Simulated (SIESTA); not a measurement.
Several settings converged on ScCd (P4mm, 2 atoms in the cell)

```
ScCd
1.0
    3.54389     0.00000     0.00000
    0.00000     3.54389     0.00000
    0.00000     0.00000     3.54389
Sc Cd
1 1
Cartesian
  1.77195   1.77195   1.82195
  0.00000   0.00000   0.00000
```

Base method: GGA PBEsol, numerical atomic orbitals TZP, PseudoDojo PBEsol standard norm-conserving potentials (rewritten from UPF to PSML) in SIESTA 5.4.2.

Base settings: XC.functional = GGA; XC.authors = PBEsol; potentials = PseudoDojo PBEsol standard; PAO.BasisSize = TZP; PAO.EnergyShift = 0.01 Ry; MeshCutoff = 400 Ry; kgrid.MonkhorstPack = 4 4 4; OccupationFunction = MP; OccupationMPOrder = 0; ElectronicTemperature = 100 meV.

Core times come from one kind of shared machine, to one figure; runs under 30 s give none.

**The k-point mesh**

The second cell is the first with its lattice scaled by 0.98.

Only quantities that move along the ladder and can be compared are tabulated.

```tsv
kgrid.MonkhorstPack	free energy less the last step's (meV/atom)	energy of the compressed cell less the first (meV/atom)	pressure (GPa)	largest difference of a force vector from the last step's (eV/Å)	core time / last (rough)
2 2 2	-12.17	-45.63	-7.69	0.127	0.1
4 4 4	63.26	-34.02	-6.07	0.009	–
5 5 5	2.23	-34.35	-6.17	0.009	0.1
7 7 7	0.01	-35.72	-6.30	0.004	0.1
9 9 9	0.17	-35.18	-6.25	0.000	0.2
11 11 11	-0.38	-35.49	-6.29	0.000	0.3
13 13 13	0.21	-35.33	-6.27	0.000	0.3
15 15 15	-0.17	-35.36	-6.27	0.000	0.4
18 18 18	0.00	-35.34	-6.27	0.000	1
```

Coarsest kgrid.MonkhorstPack that holds the forces within 0.005 eV/Å of the last step, with all finer ones: 7 7 7, at about 0.1 of the last step's time; the step before is off by 0.009 eV/Å.

Coarsest kgrid.MonkhorstPack that holds the pressure within 0.5 GPa of the last step, with all finer ones: 4 4 4; the step before is off by 1.4 GPa.

Coarsest kgrid.MonkhorstPack that holds the energy of the compressed cell less the first within 0.2 meV/atom of the last step, with all finer ones: 9 9 9, at about 0.2 of the last step's time; the step before is off by 0.38 meV/atom.

The energy difference between the two cells stays within 1 meV/atom of the last step's from 5 5 5 on, the total only from 7 7 7 on: much of the error is common to both cells and cancels.

**The k-point mesh at a smearing width of 0.05 eV**

In this ladder: ElectronicTemperature = 50 meV.

The second cell is the first with its lattice scaled by 0.98.

Only quantities that move along the ladder and can be compared are tabulated.

| kgrid.MonkhorstPack | free energy less the last step's (meV/atom) | energy of the compressed cell less the first (meV/atom) | pressure (GPa) | largest difference of a force vector from the last step's (eV/Å) | core time / last (rough) |
|---|---|---|---|---|---|
| 3 3 3 | 70.58 | -36.13 | -6.31 | 0.011 | – |
| 4 4 4 | 67.52 | -34.23 | -6.08 | 0.009 | 0.3 |
| 5 5 5 | 2.25 | -34.05 | -6.14 | 0.011 | – |
| 7 7 7 | 0.42 | -35.90 | -6.33 | 0.004 | 0.2 |
| 10 10 10 | -0.17 | -35.19 | -6.26 | 0.001 | 0.4 |
| 15 15 15 | -0.16 | -35.35 | -6.28 | 0.000 | 0.6 |
| 18 18 18 | 0.00 | -35.37 | -6.28 | 0.000 | 1 |

Coarsest kgrid.MonkhorstPack that holds the energy of the compressed cell less the first within 0.2 meV/atom of the last step, with all finer ones: 10 10 10, at about 0.4 of the last step's time; the step before is off by 0.53 meV/atom.

Coarsest kgrid.MonkhorstPack that holds the free energy within 5 meV/atom of the last step, with all finer ones: 5 5 5; the step before is off by 68 meV/atom.

Coarsest kgrid.MonkhorstPack that holds the forces within 0.005 eV/Å of the last step, with all finer ones: 7 7 7, at about 0.2 of the last step's time; the step before is off by 0.011 eV/Å.

**The width of Gaussian smearing**

In this ladder: kgrid.MonkhorstPack = 7 7 7.

Narrow widths need finer meshes than wide ones, so the last steps can hold mesh noise.

Only quantities that move along the ladder and can be compared are tabulated; pressure and forces are left out, as mesh noise rules them at narrow widths.

| ElectronicTemperature | free energy less the last step's (meV/atom) |
|---|---|
| 1000 meV | -218.59 |
| 500 meV | -51.82 |
| 300 meV | -13.43 |
| 200 meV | 0.00 |

Widest ElectronicTemperature that holds the free energy within 5 meV/atom: not settled: the last two steps still differ by 13 meV/atom, over half the tolerance, so the ladder does not show it.

On the base run: the starting cell comes from a database of computed structures (which also holds hypothetical and non-ambient phases and stackings), without a prior relaxation at this level. Its lattice was rescaled by up to half a per cent. One atom was moved a little off its site on purpose. Values carry the incompleteness of an atom-centred basis. In the base run, with a pressure of about -6 GPa the cell is away from its equilibrium volume at this level. Without a gap this mesh is coarse (it stands for a supercell whose shortest vector is 14 Å).

Left out of this page: 1 run of the series outside the window shown, repeating another row's setting, or not comparable.
